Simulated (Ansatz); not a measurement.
A hypothetical phase is included: elements placed on a structure type, which no database files for this compound.

By r2SCAN, the system below comes out a metal.

The ballistic (Sharvin) conductance counts the channels at the Fermi level: G/A = (e²/h) × channels of both spins per area.

Data:

```
MoS2
1.0
    4.10566     0.00000     0.00000
    0.00000     4.10566     0.00000
    2.05283    -2.05283     2.90314
Mo S
1 2
Direct
  0.00000   0.00000   0.00000
  0.75000   0.75000   0.50000
  0.25000   0.25000   0.50000
```

The cell was relaxed by PBE-D3(BJ); by r2SCAN it stands under a pressure of 4.7 GPa.

The current flows along the normal of the first two printed cell vectors, the (001) plane of the conventional cell. No spin-orbit coupling; the value is a mean over 0.1 eV about the Fermi level.

Problem. Give the ballistic conductance per area that r2SCAN (Ansatz, a program for electronic structure) yields.

Solution. 0.88 × 10¹⁵ S/m² for both spins.
